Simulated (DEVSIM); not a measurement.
Device: abrupt Si p-n junction, at 350 K.

Layer 1 from the left is Si, thickness (μm) 0.850, Na (cm⁻³) 1.1e15, τn (s) 1.7e-5, τp (s) 1.7e-5. Layer 2 from the left is Si, thickness (μm) 180, Nd (cm⁻³) 1.1e14, τn (s) 1.7e-5, τp (s) 1.7e-5.

Left contact: ohmic. Right contact: ohmic. Voltage is applied to the left contact. Recombination: SRH at mid-gap, Auger. Mobility is μmin + (μ − μmin)/(1 + (N/Nref)^α).

The device is made up for the run: typed textbook-type constants, with dimensions and the other settings drawn at random. Values at 300 K; Nc and Nv go as T^1.5, mobilities as T to minus their exponent, the gap by Varshni's rule with the affinity fixed.

Si: gap (eV) 1.124, affinity (eV) 4.05, permittivity 11.7, Nc (cm⁻³) 2.86e19, Nv (cm⁻³) 3.1e19, μn (cm²/Vs) 1417, μp (cm²/Vs) 470, μn,min 52, μp,min 45, Nref,n 9.7e16, Nref,p 2.2e17, αn 0.68, αp 0.72, T exponent of μn 2.3, T exponent of μp 2.2, Cn (cm⁶/s) 2.8e-31, Cp (cm⁶/s) 9.9e-32, Varshni α (eV/K) 0.000473, Varshni β (K) 636.

**Question.** Estimate by hand the built-in potential, the peak field at zero bias, the capacitance at -3 V, and compare with a numerical solution.

**Answer.** 
- Built-in potential: ni = √(Nc Nv) exp(−Eg/2kT) = 3.78e11 cm⁻³ with Eg = 1.111 eV; Vbi = kT/q ln(Na Nd/ni²) = 0.412 V; numerical 0.412 V.
- Peak field at zero bias: depletion approximation: W = √(2εVbi/(qN)) = 2.31 μm with N = 1.00e14 cm⁻³; field = 2Vbi/W = 3570 V/cm; numerical 3490 V/cm (estimate above by 2.2 %).
- Capacitance at -3 V: C = √(qεN / 2(Vbi + |V|)) = 1.56 nF/cm²; numerical 1.57 nF/cm² (estimate below by 0.94 %).

Model (solved in DEVSIM): 1D drift-diffusion, Boltzmann statistics, complete ionisation; no tunnelling, impact ionisation, image-force lowering or self-heating.
